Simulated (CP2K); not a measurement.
Input and output of a self-consistent single point for VB4Os (P1, 6 atoms in the cell) (CP2K).

Level of theory: LDA (Pade form), GPW, DZVP-MOLOPT-SR-GTH basis, GTH-PADE potentials (GTH_POTENTIALS) run with CP2K.

The change in words: lattice scaled by 0.98. Reference geometry:
```yaml
crystal:
  lattice:
    - [2.87749, 0.00000, 0.00000]
    - [-1.43874, 2.49198, 0.00000]
    - [0.00000, 0.00000, 7.45371]
  atoms:
    - { symbol: V, position: [0.01505, 0.01835, 0.00310] }
    - { symbol: B, position: [0.01812, 0.03317, 0.70949] }
    - { symbol: B, position: [0.02134, 0.01063, 0.28353] }
    - { symbol: B, position: [0.28377, 0.60610, 0.79074] }
    - { symbol: B, position: [0.30992, 0.65202, 0.20255] }
    - { symbol: Os, position: [0.35179, 0.67973, 0.51057] }
```

Reference input (self-consistent single point, DFT LDA (Pade form), GPW, DZVP-MOLOPT-SR-GTH basis, GTH-PADE potentials (GTH_POTENTIALS)): CUTOFF = 600 Ry; REL_CUTOFF = 40 Ry; SMEAR/METHOD = FERMI_DIRAC; ELECTRONIC_TEMPERATURE = 580.23 K; KPOINTS/SCHEME = MONKHORST-PACK 8 8 3; GAMMA_CENTERED = T; XC_FUNCTIONAL = PADE; V/BASIS_SET = DZVP-MOLOPT-SR-GTH; V/POTENTIAL = GTH-PADE-q13; B/BASIS_SET = DZVP-MOLOPT-SR-GTH; B/POTENTIAL = GTH-PADE-q3; Os/BASIS_SET = DZVP-MOLOPT-SR-GTH. This run's input differs from it in these lines:

```diff
@@ -64,4 +64,4 @@
     &CELL
-      ABC 2.87749000 2.87748962 7.45371000
-      ALPHA_BETA_GAMMA 90.00000000 90.00000000 120.00000437
+      ABC 2.81994000 2.81993941 7.30463600
+      ALPHA_BETA_GAMMA 90.00000000 90.00000000 120.00000688
       PERIODIC XYZ
```

The program printed (abridged):

```
 SCF WAVEFUNCTION OPTIMIZATION

  Step     Update method      Time    Convergence         Total energy    Change
     1 NoMix/Diag. 0.20E+00      -     1.21573034      -176.6900174506 -1.77E+02
     2 Broy./Diag. 0.20E+00      -     0.23729962      -176.5947720648  9.52E-02
     3 Broy./Diag. 0.20E+00      -     0.20479730      -175.8318576012  7.63E-01
     4 Broy./Diag. 0.20E+00      -     0.07373801      -174.3085732469  1.52E+00
     5 Broy./Diag. 0.20E+00      -     0.05747971      -174.4458375525 -1.37E-01
     6 Broy./Diag. 0.20E+00      -     0.05527763      -174.9421812911 -4.96E-01
   [... 10 lines left out ...]
    17 Broy./Diag. 0.20E+00      -     0.00000053      -174.8259621263  7.43E-06
    18 Broy./Diag. 0.20E+00      -     0.00000012      -174.8259619032  2.23E-07
    19 Broy./Diag. 0.20E+00      -     0.00000020      -174.8259618806  2.26E-08
    20 Broy./Diag. 0.20E+00      -     0.00000004      -174.8259622080 -3.27E-07
  *** SCF run converged in    20 steps ***

  Overlap energy of the core charge distribution:               0.00001034907514
  Self energy of the core charge distribution:               -289.41152188766000
  Core Hamiltonian energy:                                     73.12866363629711
  Hartree energy:                                              64.03632739240099
  Exchange-correlation energy:                                -22.57870248440823
  Electronic entropic energy:                                  -0.00073921369269
  Fermi energy:                                                 0.48342682818090

  Total energy:                                              -174.82596220798081
  Total energy (extrapolated to T->0):                       -174.82559260113447

                     Mulliken Population Analysis

   [... lines left out ...]

 STRESS| Analytical stress tensor [bar]
 STRESS|                        x                   y                   z
 STRESS|      x       -8.73952058934E+04  -3.32380861073E+04  -4.26465397404E+03
 STRESS|      y       -3.32380861073E+04   1.24515544277E+05   4.39823089046E+04
 STRESS|      z       -4.26465397404E+03   4.39823089046E+04   3.50821225149E+04
 STRESS| 1/3 Trace                                             2.40674869663E+04
```

The run converged in 20 iterations. Against the reference run the free energy goes down by 22.3 meV/atom, the pressure goes from -15.23 to 2.41 GPa and the largest force goes from 4.311 to 5.119 eV/Å.

The starting cell comes from a database of computed structures (which also holds hypothetical and non-ambient phases and stackings), without a prior relaxation at this level. Its atoms were displaced at random from the sites of space group no. 187. For this run, on top of that: lattice scaled by 0.98. Spin polarisation is off. Values carry the incompleteness of an atom-centred basis. Forces in this geometry exceed 1 eV/Å.

Cost on one core of a shared machine: roughly 3 min.
